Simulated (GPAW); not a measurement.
A self-consistent single point of Se (P3_121, 3 atoms in the cell) with GPAW.

Level of theory: PBE, GPAW PAW datasets PBE (gpaw-data 1.0.1) (plane waves; GPAW 25.7.0).

The change in words: lattice scaled by 0.98. Reference geometry:
```xyz
3
Lattice="4.5472 0.0000 0.0000 -2.2736 3.9380 0.0000 0.0000 0.0000 5.0256" Properties=species:S:1:pos:R:3 pbc="T T T"
Se     0.9908     0.0000     1.6752
Se    -0.4954     0.8580     3.3504
Se     1.7782     3.0799     0.0000
```

Reference input (self-consistent single point, DFT PBE, plane waves, GPAW PAW datasets PBE (gpaw-data 1.0.1)): mode = pw; ecut = 600 eV; xc = PBE; kpts = 7 7 6; mesh shift (steps) = 0 0 0; occupations.name = fermi-dirac; occupations.width = 0 eV; nbands = -8; convergence.forces = 0.001 eV/Å; convergence.bands = -6; symmetry.symmorphic = false; symmetry.tolerance = 0.0005. This run's input differs from it in these lines:

```diff
@@ -5,8 +5,8 @@
 atoms = Atoms(['Se', 'Se', 'Se'],
-              cell=[[4.547165, 0.000000, 0.000000],
-                    [-2.273583, 3.937961, 0.000000],
-                    [0.000000, 0.000000, 5.025601]],
-              positions=[[0.990782, 0.000000, 1.675199],
-                         [-0.495391, 0.858042, 3.350402],
-                         [1.778191, 3.079919, 0.000000]],
+              cell=[[4.456222, 0.000000, 0.000000],
+                    [-2.228111, 3.859202, 0.000000],
+                    [0.000000, 0.000000, 4.925089]],
+              positions=[[0.970966, 0.000000, 1.641695],
+                         [-0.485483, 0.840882, 3.283394],
+                         [1.742628, 3.018320, 0.000000]],
               pbc=True)
```

The program printed (abridged):

```
     iter     time        total  log10-change:
                         energy   eigst   dens  force
iter:   1 --:--:--   -10.482009   +0.04
iter:   2 --:--:--   -10.484091   -1.50  -1.09
iter:   3 --:--:--   -10.414944   -2.32  -1.12
iter:   4 --:--:--   -10.418512   -3.08  -1.68
iter:   5 --:--:--   -10.412626c  -3.43  -2.02
iter:   6 --:--:--   -10.412948c  -4.64  -2.54
iter:   7 --:--:--   -10.412721c  -4.77  -2.49
iter:   8 --:--:--   -10.412565c  -4.87  -2.81
iter:   9 --:--:--   -10.412563c  -6.32  -3.43
iter:  10 --:--:--   -10.412565c  -6.38  -3.54
iter:  11 --:--:--   -10.412565c  -6.96  -4.00
iter:  12 --:--:--   -10.412565c  -7.83c -4.22c
iter:  13 --:--:--   -10.412565c  -8.39c -4.16c -2.75
iter:  14 --:--:--   -10.412565c  -8.23c -4.09c -2.22
iter:  15 --:--:--   -10.412565c  -9.15c -4.28c -3.08c
Converged after 15 iterations.

Dipole moment: (-0.000021, 0.000000, 0.000000) |e|*Ang

Energy contributions relative to reference atoms: (reference = -198310.596392)

Kinetic:        +21.735859
Potential:      -20.984602
External:        +0.000000
XC:             -11.141023
Entropy (-ST):   +0.000000
Local:           -0.022799
SIC:             +0.000000
--------------------------
Free energy:    -10.412565
Extrapolated:   -10.412565

Showing only first 2 kpts
 Kpt  Band  Eigenvalues  Occupancy
  0     7      2.00756    2.00000
  0     8      3.71891    2.00000
  0     9      6.15332    0.00000
  0    10      6.15332    0.00000

  1     7      2.27783    2.00000
  1     8      3.49513    2.00000
  1     9      5.91957    0.00000
  1    10      5.93875    0.00000

Fermi level: 4.74214

Gap: 1.306 eV
Transition (v -> c):
   [... lines left out ...]
Direct gap: 1.529 eV
Transition at: (s=0, k=39, n=8, [0.43, 0.43, 0.50])
Energy (eV): -10.412565

Forces in eV/Ang:
  0 Se    0.67326    0.00000    0.00000
  1 Se   -0.33663    0.58306    0.00000
  2 Se   -0.33663   -0.58306    0.00000

Stress tensor:
    -0.016298     0.000000     0.000000
     0.000000    -0.016298     0.000000
     0.000000     0.000000    -0.029799
Stress (GPa, Voigt): [-2.6112 -2.6112 -4.7743  0.      0.      0.    ]
```

The run converged in 15 iterations. GPAW prints stress with tension positive. Against the reference run the free energy rises by 18.0 meV/atom, the pressure goes from 0.07 to 3.33 GPa, the largest force goes from 0.016 to 0.673 eV/Å and the gap on the mesh goes from 1.234 to 1.306 eV.

The starting cell comes from a database of computed structures (which also holds hypothetical and non-ambient phases and stackings), without a prior relaxation at this level. Its lattice was rescaled by a random factor within 2.5 % of one. For this run, on top of that: lattice scaled by 0.98. With a pressure of about 3 GPa the cell is away from its equilibrium volume at this level.

Cost on one core of a shared machine: roughly 50 s.
